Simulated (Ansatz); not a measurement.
The starting structures come from a database of crystals and need not be the phases stable at ambient conditions.

 Where the default PAW files enter, the runs use the earlier of Ansatz's two default sets.

Given:

```yaml
crystal:
  lattice:
    - [5.72396, 0.00000, 0.00000]
    - [0.00000, 5.81374, 0.00000]
    - [2.86198, 0.00000, 6.28357]
  atoms:
    - { symbol: Sr, position: [0.85310, 0.51217, 0.29380] }
    - { symbol: Sr, position: [0.14690, 0.48783, 0.70620] }
    - { symbol: Sr, position: [0.64690, 0.01217, 0.70620] }
    - { symbol: Sr, position: [0.35310, 0.98783, 0.29380] }
    - { symbol: Sn, position: [0.50000, 0.50000, 0.00000] }
    - { symbol: Sn, position: [0.00000, 0.00000, 0.00000] }
    - { symbol: O, position: [0.66273, 0.45286, 0.67454] }
    - { symbol: O, position: [0.33727, 0.54714, 0.32546] }
    - { symbol: O, position: [0.83727, 0.95286, 0.32546] }
    - { symbol: O, position: [0.16273, 0.04714, 0.67454] }
    - { symbol: O, position: [0.76695, 0.75000, 0.96610] }
    - { symbol: O, position: [0.23305, 0.25000, 0.03390] }
    - { symbol: O, position: [0.73305, 0.25000, 0.03390] }
    - { symbol: O, position: [0.26695, 0.75000, 0.96610] }
```

Space group of this cell: Cmce. The cell is taken as given; by PBEsol its mean pressure is -1.4 GPa.

Transport runs along the normal of the first two printed cell vectors.

No gap correction and no spin-orbit coupling; mid-gap values are interpolated between computed energies.

Problem. Estimate the band gap and the smallest decay constant κ at mid-gap that Ansatz (a quantum-chemistry and plane-wave program) with PBEsol returns for this system.

Solution. Gap 2.90 eV on a 6×6×6 mesh; κ = 0.325 1/Å, at the zone centre.
